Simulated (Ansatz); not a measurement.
This Ansatz (a quantum-chemistry and plane-wave program) input is the reference run, KTaO3 in the cubic perovskite structure (space group Pm-3m, No. 221), computed with LDA/PAW in Ansatz, no spin-orbit coupling:

Ansatz 0.2 input:
```yaml
crystal:
  lattice:
    - [3.9519952533, 0, 0]
    - [0, 3.9519952533, 0]
    - [0, 0, 3.9519952533]
  atoms:
    - { symbol: K, position: [0, 0, 0] }
    - { symbol: Ta, position: [0.5, 0.5, 0.5] }
    - { symbol: O, position: [0.5, 0, 0.5] }
    - { symbol: O, position: [0, 0.5, 0.5] }
    - { symbol: O, position: [0.5, 0.5, 0] }
basis: { ecutwfc: 420, ecutrho_ratio: 4, xc_grid: 2, fft_grid_basis: typed }
kpoints: { mp_grid: { grid: [8, 8, 8] } }
hamiltonian:
  xc: lda
  dispersion: none
  pseudopotentials: { kind: paw }
scf: { occupations: { method: fermi_dirac, width: 0.05 }, convergence: { dr2_threshold: 0.0000000005 } }
output: { forces: true, stress: true }
checkpoint: { write: state.ck, write_every: 1000 }
```

**Question.** Write the input for this change: compressive biaxial strain of 1.00 % in the plane normal to [111], as in epitaxy on a mismatched substrate; the out-of-plane cell vector and the atoms relax.

**Answer.** 
Ansatz 0.2 input:
```yaml
crystal:
  lattice:
    - [5.5330756328, 0, 0]
    - [2.7665378164, 4.7917840591, 0]
    - [2.7665378164, -1.597261353, 2.2930939509]
  atoms:
    - { symbol: K, position: [0, 0, 0] }
    - { symbol: Ta, position: [0, 0.5, 0.5] }
    - { symbol: O, position: [0.5, 0, 0] }
    - { symbol: O, position: [0, 0.5, 0] }
    - { symbol: O, position: [0.5, 0.5, 0] }
basis: { ecutwfc: 420, ecutrho_ratio: 4, xc_grid: 2, fft_grid_basis: typed }
kpoints: { mp_grid: { grid: [8, 8, 8] } }
hamiltonian:
  xc: lda
  dispersion: none
  pseudopotentials: { kind: paw }
scf: { occupations: { method: fermi_dirac, width: 0.05 } }
relax: { f_tol: 0.005, max_steps: 50, cell: { stress_tol: 0.01, fix: [a, b, gamma] } }
output: { forces: true, stress: true }
checkpoint: { write: state.ck, write_every: 1000 }
```
This is the input that was run; other choices of cell and start would serve too.

No phonon test of stability was made.
